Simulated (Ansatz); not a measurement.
Worked example: self-consistent single point of AgRh3 (Pm-3n, 8 atoms in the cell) in Ansatz (an electronic-structure program).

Method of the run: PBE (plane waves, PAW; Ansatz).

```
AgRh3
1.0
    4.76181     0.00000     0.00000
    0.00000     4.76181     0.00000
    0.00000     0.00000     4.76181
Rh Ag
6 2
Direct
  0.25000   0.00000   0.50000
  0.75000   0.00000   0.50000
  0.00000   0.50000   0.25000
  0.00000   0.50000   0.75000
  0.50000   0.25000   0.00000
  0.50000   0.75000   0.00000
  0.00000   0.00000   0.00000
  0.50000   0.50000   0.50000
```

Reference input (self-consistent single point, DFT, PBE, plane waves, default PAW files): kpoints.mp_grid.grid = 9 9 9; hamiltonian.xc = pbe; hamiltonian.pseudopotentials = {kind: paw} (the program's default PAW files); scf.occupations.method = cold; scf.occupations.width = 0.1 eV. This run's input differs from it in these lines:

Ansatz 0.2 input:
```diff
@@ -15,3 +15,3 @@
 kpoints:
-  mp_grid: { grid: [9, 9, 9] }
+  mp_grid: { grid: [6, 6, 6] }
 hamiltonian:
```

Output (repeated stretches shortened):

```
SCF iter   1: F=—  HF=-53593.429828 eV  |F-HF|=—  |Δ(HF+E_count)|=         —  Δρ=1.96e-2  dr2=1.13e-1  ethr=1.77e-3  ⟨swp⟩=5.3  Hψ=5361  notcnv=0  defer=23
all-band conjugate gradients solve this SCF's bands
preconditioner: auto → Kerker (q_TF=auto, 2.849 Å⁻¹)
SCF iter   2: F=—  HF=-53593.416174 eV  |F-HF|=—  |Δ(HF+E_count)|=   1.37e-2  S|Δr|=    0.00e0  Δρ=8.34e-3  dr2=2.05e-2  ethr=8.09e-5  ⟨swp⟩=1.6  Hψ=2185  notcnv=0  defer=34
   [... lines left out ...]
SCF iter   5: F=—  HF=-53593.411017 eV  |F-HF|=—  |Δ(HF+E_count)|=   5.20e-4  S|Δr|=    0.00e0  Δρ=1.19e-4  dr2=1.27e-5  ethr=4.10e-8  ⟨swp⟩=2.0  Hψ=2611  notcnv=0  defer=34
SCF iter   6: F=—  HF=-53593.411014 eV  |F-HF|=—  |Δ(HF+E_count)|=   2.90e-6  S|Δr|=    0.00e0  Δρ=4.38e-5  dr2=5.12e-7  ethr=9.07e-9  ⟨swp⟩=2.0  Hψ=2216  notcnv=0  defer=34
SCF iter   7: F=-53593.411014 eV  HF=-53593.411014 eV  |F-HF|=3.62e-9  |Δ(HF+E_count)|=   3.46e-8  S|Δr|=    0.00e0  Δρ=6.21e-6  dr2=1.76e-8  ethr=7.14e-11  ⟨swp⟩=9.3  Hψ=6357  notcnv=0
SCF 1 converged in 7 iterations: F = -53593.411014 eV  dr2 = 1.76e-8
Stability not checked (fill_not_monotonic)
Free energy (F): -53593.411014 eV
Internal energy: -53593.402267 eV  (E = F + TS)
E sigma→0 (E₀):  -53593.408099 eV
Entropy (-TS):   -0.008747 eV (-1.093 meV/atom)
Fermi energy:    22.853080 eV
--- Forces (eV/Å), atoms counted from 1 ---
  atom   1  Rh    -0.00000000     0.00000000     0.00000000
   [... zero for the other atoms too ...]
--- Stress (GPa, compression-positive) ---
       33.588020      -0.000000      -0.000000
        0.000000      33.588020       0.000000
        0.000000       0.000000      33.588020
  P = ⅓ Tr σ = 33.5880 GPa (335.880 kbar)
  The stress holds the Pulay correction. Without it, at fixed plane waves, as pw.x and ABINIT print it: P = 33.4553 GPa
```

The run converged in 7 iterations. Against the reference run the free energy is nearly the same (within 1 meV/atom) and the pressure goes from 33.39 to 33.59 GPa.

The starting cell was generated: these elements placed on a structure prototype, without a prior relaxation; it need not be a known phase or ordering of this composition. Its lattice was rescaled by a random factor within 2.5 % of one. Spin polarisation is off. With a pressure of about 34 GPa the cell is away from its equilibrium volume at this level. Ansatz's pressure includes its estimate of the finite-basis (Pulay) stress.
